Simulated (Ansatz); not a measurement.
Start from Os in the hcp (Mg type) structure (space group P6_3/mmc, No. 194; a = 2.7290 Å, c = 4.3091 Å; relaxed with 0.1 eV smearing). Axes: x lies along a and z along c of the hexagonal cell.

Method: PBEsol (Ansatz, a quantum-chemistry and plane-wave program), scalar-relativistic without spin-orbit coupling.

Before the change:

| Property | Value |
|---|---|
| Band gap | zero |

The change: tensor shear ε_xz = +0.57 % (engineering shear γ = 0.0114), atoms relaxed at fixed cell.

Problem. Estimate the effect on the energy relative to the base.

Solution. The energy goes up by 1.6 meV/atom.

Problem. How does this affect the stress?

Solution. The stress (xx, yy, zz, yz, xz, xy; compression positive) is (0.0, 0.0, 0.1, 0.0, -3.1, 0.0) GPa.

Problem. Predict the new band gap.

Solution. The band gap remains zero.

The cells carry an imposed strain or load. No phonon test of stability was made. The final runs are not spin-polarised.
